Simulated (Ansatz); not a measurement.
BP (model structure, Pm-3m, No. 221, 2 atoms in the cell) was calculated with PBEsol in Ansatz (plane waves, PAW).

Settings: plane-wave cutoff 520 eV, 22×22×22 k mesh, Fermi–Dirac smearing 0.05 eV, scalar-relativistic PAW data made under PBE.

Cell (relaxed at this level):

```yaml
crystal:
  lattice:
    - [2.69157, 0.00000, 0.00000]
    - [0.00000, 2.69157, 0.00000]
    - [0.00000, 0.00000, 2.69157]
  atoms:
    - { symbol: B, position: [0.00000, 0.00000, 0.00000] }
    - { symbol: P, position: [0.50000, 0.50000, 0.50000] }
```

**Question.** Estimate the bulk modulus that the calculation returns.

**Answer.** 
bulk modulus: 144 GPa

The run finds no gap.

Note: the bulk modulus is −V dP/dV from two relaxed cells at ±2 % in volume; the relaxation could raise the start's symmetry but not lower it, so the cell can be a saddle point.

It cost about 40 core-seconds (a rough figure) of CPU time.

A model structure was made by putting elements into a prototype or built by hand; it is no filed structure, need not be a known phase, and can be a saddle point held by its symmetry.

Ansatz is an electronic-structure program.
